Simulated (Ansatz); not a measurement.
TiO2: response to strain

The reference is TiO2 in the rutile structure (space group P4_2/mnm, No. 136).

```xyz
6
Lattice="4.5912 0.0000 0.0000 0.0000 4.5912 0.0000 0.0000 0.0000 2.9390" Properties=species:S:1:pos:R:3 pbc="T T T"
Ti     0.0000     0.0000     0.0000
Ti     2.2956     2.2956     1.4695
O      1.3977     1.3977     0.0000
O      3.6933     0.8979     1.4695
O      0.8979     3.6933     1.4695
O      3.1935     3.1935     0.0000
```

Strains are applied to the cell and any free atomic positions relax.

Calculations: Ansatz (a first-principles code), PBEsol, PAW, cutoff 420 eV, no spin-orbit coupling.

Notes on the quantities. energy relative to the base: free energy F; pressure: mean of the normal stresses, compression positive.

```csv
case,shortest interatomic distance,electron mass,energy relative to the base,pressure
base,1.942 Å,"0.54 mₑ along c, 1.1 mₑ across (at Γ)",0 meV/atom,0.00 GPa
isotropic strain +0.60 %,1.951 Å,"0.55 mₑ along c, 1.1 mₑ across (at Γ)",+2.4 meV/atom,-4.01 GPa
isotropic strain +1.20 %,1.959 Å,"0.57 mₑ along c, 1.1 mₑ across (at Γ)",+9.3 meV/atom,-7.66 GPa
isotropic strain +1.80 %,1.967 Å,"0.58 mₑ along c, 1.2 mₑ across (at Γ)",+20 meV/atom,-10.97 GPa
isotropic strain +2.40 %,1.975 Å,"0.59 mₑ along c, 1.2 mₑ across (at Γ)",+36 meV/atom,-14.01 GPa
isotropic strain +3.00 %,1.983 Å,–,+54 meV/atom,-16.73 GPa
```

The levels and masses belong to the bands next to the band gap. Effective masses come from finite differences of ±0.01 Å⁻¹. Stability against distortions was not tested. The final runs are not spin-polarised.
